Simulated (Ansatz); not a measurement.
The starting structures come from a database of crystals and need not be the phases stable at ambient conditions.

```yaml
crystal:
  lattice:
    - [6.48151, 0.00000, 0.00000]
    - [0.00000, 8.17718, 0.00000]
    - [-1.45375, 0.00000, 6.31638]
  atoms:
    - { symbol: Si, position: [0.35038, 0.55612, 0.09518] }
    - { symbol: Si, position: [0.64962, 0.44388, 0.90482] }
    - { symbol: Si, position: [0.14962, 0.05612, 0.40482] }
    - { symbol: Si, position: [0.85038, 0.94388, 0.59518] }
    - { symbol: Si, position: [0.90482, 0.44388, 0.64962] }
    - { symbol: Si, position: [0.09518, 0.55612, 0.35038] }
    - { symbol: Si, position: [0.59518, 0.94388, 0.85038] }
    - { symbol: Si, position: [0.40482, 0.05612, 0.14962] }
    - { symbol: Si, position: [0.92392, 0.27516, 0.17768] }
    - { symbol: Si, position: [0.07608, 0.72484, 0.82232] }
    - { symbol: Si, position: [0.57608, 0.77516, 0.32232] }
    - { symbol: Si, position: [0.42392, 0.22484, 0.67768] }
    - { symbol: Si, position: [0.82232, 0.72484, 0.07608] }
    - { symbol: Si, position: [0.17768, 0.27516, 0.92392] }
    - { symbol: Si, position: [0.67768, 0.22484, 0.42392] }
    - { symbol: Si, position: [0.32232, 0.77516, 0.57608] }
    - { symbol: Ru, position: [0.71500, 0.50000, 0.28500] }
    - { symbol: Ru, position: [0.28500, 0.50000, 0.71500] }
    - { symbol: Ru, position: [0.78500, 0.00000, 0.21500] }
    - { symbol: Ru, position: [0.21500, 0.00000, 0.78500] }
    - { symbol: Ru, position: [0.31133, 0.31729, 0.31133] }
    - { symbol: Ru, position: [0.68867, 0.68271, 0.68867] }
    - { symbol: Ru, position: [0.18867, 0.81729, 0.18867] }
    - { symbol: Ru, position: [0.81133, 0.18271, 0.81133] }
```

Space group of this cell: Cmce. The cell is taken as given.

Transport runs along the normal of the first two printed cell vectors.

The gap is the functional's own. No spin-orbit coupling. Mid-gap values are interpolated on the energy grid.

Problem. Compute, with r2SCAN (Ansatz, an electronic-structure program), the band gap and the smallest decay constant κ at mid-gap.

Solution. Gap 0.78 eV on a 6×4×6 mesh; κ = 0.121 1/Å, at (0.500, 0.000) of the in-plane reciprocal vectors. At the zone centre, at the nearest computed energy, the slowest state has κ = 0.19 1/Å.
